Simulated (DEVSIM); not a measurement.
Structure: Schottky contact on p-type Ge, at 300 K.

| layer (left to right) | material | thickness (μm) | Na (cm⁻³) | τn (s) | τp (s) |
|---|---|---|---|---|---|
| 1 | Ge | 4.40 | 2.2e15 | 4.8e-5 | 4.8e-5 |
| 2 | Ge | 9.40 | 2.5e18 | 4.8e-5 | 4.8e-5 |

Left contact: Schottky, work function 4.234 eV, emission velocity 1e7 cm/s. Right contact: ohmic. Voltage is applied to the left contact. Recombination: SRH at mid-gap, radiative. Mobility is constant in doping. Where it depends on doping, it is μmin + (μ − μmin)/(1 + (N/Nref)^α).

The device is made up for the run: typed textbook-type constants, with dimensions and the other settings drawn at random. Values at 300 K; Nc and Nv go as T^1.5, mobilities as T to minus their exponent, the gap by Varshni's rule with the affinity fixed. The table also holds parameters that only a changed run uses.

| parameter | Ge |
|---|---|
| gap (eV) | 0.664 |
| affinity (eV) | 4 |
| permittivity | 16 |
| Nc (cm⁻³) | 1.04e19 |
| Nv (cm⁻³) | 6e18 |
| μn (cm²/Vs) | 3900 |
| μp (cm²/Vs) | 1900 |
| μn,min | 150 |
| μp,min | 100 |
| Nref,n | 2.6e17 |
| Nref,p | 4e17 |
| αn | 0.56 |
| αp | 0.6 |
| T exponent of μn | 1.66 |
| T exponent of μp | 2.33 |
| B (cm³/s) | 6.4e-14 |
| Cn (cm⁶/s) | 1e-31 |
| Cp (cm⁶/s) | 1e-31 |
| Varshni α (eV/K) | 0.000477 |
| Varshni β (K) | 235 |

Simulated with DEVSIM: 1D drift-diffusion, Boltzmann statistics, complete ionisation; no tunnelling, impact ionisation, image-force lowering or self-heating. Metal contacts follow the ideal Schottky-Mott rule: no Fermi-level pinning, no interface dipoles.

Base results: potential step across the device at zero bias (V) 0.407.

Task: What follows from this one change: temperature 300 → 500 K?

Result: potential step across the device at zero bias 0.407 → 0.277 V.

Task: What follows from this one change: metal work function 4.234 → 4.134 eV?

Result: potential step across the device at zero bias 0.407 → 0.507 V.
